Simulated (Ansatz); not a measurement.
Base system: Zn in the hcp (Mg type) structure (space group P6_3/mmc, No. 194; relaxed with 0.1 eV smearing).

```
Zn
1.0
    2.61293     0.00000     0.00000
   -1.30646     2.26286     0.00000
    0.00000     0.00000     4.78146
Zn
2
Direct
  0.66667   0.33333   0.75000
  0.33333   0.66667   0.25000
```

Cartesian axes are those of the cell as printed.

The values are results of PBEsol, PAW, 420 eV (Ansatz, a first-principles code; no SOC), not measurements.

Strains are applied to the cell and any free atomic positions relax.

One change was made to it. Results:

| quantity | base | after |
|---|---|---|
| energy relative to the base (free energy F) | 0 meV/atom | +9.2 meV/atom |
| pressure (mean of the normal stresses, compression positive) | 0.0 GPa | 3.6 GPa |

Q: Name the change that was made.
A. uniaxial strain ε_xx = −3.00 %
B. uniaxial strain ε_xx = −2.00 %
C. uniaxial strain ε_xx = −0.50 %
D. uniaxial strain ε_xx = +1.50 %

A: A, uniaxial strain ε_xx = −3.00 %. For comparison, the energy relative to the base in the other runs: uniaxial strain ε_xx = +1.50 % gives +2.0 meV/atom; uniaxial strain ε_xx = −0.50 % gives +0.2 meV/atom; uniaxial strain ε_xx = −2.00 % gives +4.0 meV/atom.

Stability against distortions was not tested.
